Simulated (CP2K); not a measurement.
A self-consistent single point of ZnCu₂SnSe₄ (I-4, 8 atoms in the cell) with CP2K.

Level of theory: CP2K with LDA (Pade form), GPW, DZVP-MOLOPT-SR-GTH basis, GTH-PADE potentials (GTH_POTENTIALS).

```xyz
8
Lattice="6.9370 0.0000 0.0000 2.2786 6.5521 0.0000 -4.6078 -3.2761 4.0197" Properties=species:S:1:pos:R:3 pbc="T T T"
Zn     3.4685     0.0000     2.0098
Cu     1.1393     3.2761     2.0098
Cu     0.0000     0.0000     0.0000
Sn     4.6078     3.2761     0.0000
Se     3.3942     2.4466     2.1153
Se    -0.0279     2.5756     3.9924
Se    -1.1821    -0.8739     1.9044
Se     7.0314     2.4037     0.0273
```

Reference input (self-consistent single point, DFT PBE, GPW, DZVP-MOLOPT-SR-GTH basis, GTH-PBE potentials (GTH_POTENTIALS)): CUTOFF = 600 Ry; REL_CUTOFF = 60 Ry; SMEAR/METHOD = METHFESSEL_PAXTON; SIGMA = 0.05 eV; KPOINTS/SCHEME = MONKHORST-PACK 4 4 4; GAMMA_CENTERED = T; XC_FUNCTIONAL = PBE; Zn/BASIS_SET = DZVP-MOLOPT-SR-GTH; Zn/POTENTIAL = GTH-PBE-q12; Cu/BASIS_SET = DZVP-MOLOPT-SR-GTH; Cu/POTENTIAL = GTH-PBE-q11; Sn/BASIS_SET = DZVP-MOLOPT-SR-GTH. This run's input differs from it in these lines:

```diff
@@ -43,3 +43,3 @@
     &XC
-      &XC_FUNCTIONAL PBE
+      &XC_FUNCTIONAL PADE
       &END XC_FUNCTIONAL
@@ -81,3 +81,3 @@
       BASIS_SET DZVP-MOLOPT-SR-GTH
-      POTENTIAL GTH-PBE-q12
+      POTENTIAL GTH-PADE-q12
     &END KIND
@@ -85,3 +85,3 @@
       BASIS_SET DZVP-MOLOPT-SR-GTH
-      POTENTIAL GTH-PBE-q11
+      POTENTIAL GTH-PADE-q11
     &END KIND
@@ -89,3 +89,3 @@
       BASIS_SET DZVP-MOLOPT-SR-GTH
-      POTENTIAL GTH-PBE-q4
+      POTENTIAL GTH-PADE-q4
     &END KIND
@@ -93,3 +93,3 @@
       BASIS_SET DZVP-MOLOPT-SR-GTH
-      POTENTIAL GTH-PBE-q6
+      POTENTIAL GTH-PADE-q6
     &END KIND
```

The program printed (abridged):

```
 SCF WAVEFUNCTION OPTIMIZATION

  Step     Update method      Time    Convergence         Total energy    Change
     1 NoMix/Diag. 0.30E+00      -     1.43333472      -198.5042011577 -1.99E+02
     2 Broy./Diag. 0.30E+00      -     0.49064334      -201.3593188291 -2.86E+00
     3 Broy./Diag. 0.30E+00      -     0.11673107      -197.1365660873  4.22E+00
     4 Broy./Diag. 0.30E+00      -     0.14008058      -198.1290818531 -9.93E-01
     5 Broy./Diag. 0.30E+00      -     0.05076543      -198.6503554186 -5.21E-01
     6 Broy./Diag. 0.30E+00      -     0.02420109      -198.0905358362  5.60E-01
   [... 7 lines left out ...]
    14 Broy./Diag. 0.30E+00      -     0.00000189      -198.2727299697  7.82E-06
    15 Broy./Diag. 0.30E+00      -     0.00000082      -198.2727360566 -6.09E-06
    16 Broy./Diag. 0.30E+00      -     0.00000024      -198.2727391508 -3.09E-06
    17 Broy./Diag. 0.30E+00      -     0.00000005      -198.2727395183 -3.67E-07
  *** SCF run converged in    17 steps ***

  Overlap energy of the core charge distribution:               0.00000009819438
  Self energy of the core charge distribution:               -295.56649285799517
  Core Hamiltonian energy:                                     87.68129250665169
  Hartree energy:                                              42.84811572553976
  Exchange-correlation energy:                                -33.23564773761697
  Smearing free energy correction:                             -0.00000725304216
  Fermi energy:                                                 0.14015784330222

  Total energy:                                              -198.27273951827030

                     Mulliken Population Analysis

 #  Atom  Element  Kind  Atomic population                           Net charge
   [... lines left out ...]

 STRESS| Analytical stress tensor [bar]
 STRESS|                        x                   y                   z
 STRESS|      x       -1.96070698751E+04   3.59873295944E+02   9.77268507531E-02
 STRESS|      y        3.59873295944E+02  -1.98572849225E+04   7.74193250490E-02
 STRESS|      z        9.77268507531E-02   7.74193250490E-02  -2.01131126736E+04
 STRESS| 1/3 Trace                                            -1.98591558237E+04
```

The run converged in 17 iterations. Against the reference run the pressure goes from 4.17 to -1.99 GPa and the largest force goes from 0.179 to 0.117 eV/Å.

The starting cell comes from a database of computed structures (which also holds hypothetical and non-ambient phases and stackings), without a prior relaxation at this level. Its lattice was rescaled by a random factor within 2.5 % of one. Spin polarisation is off. Values carry the incompleteness of an atom-centred basis. The run gives no clean gap (levels at the Fermi energy touch, overlap or are partly filled at this smearing), which alone does not show that the compound is a metal.

Cost on one core of a shared machine: roughly 3 min.
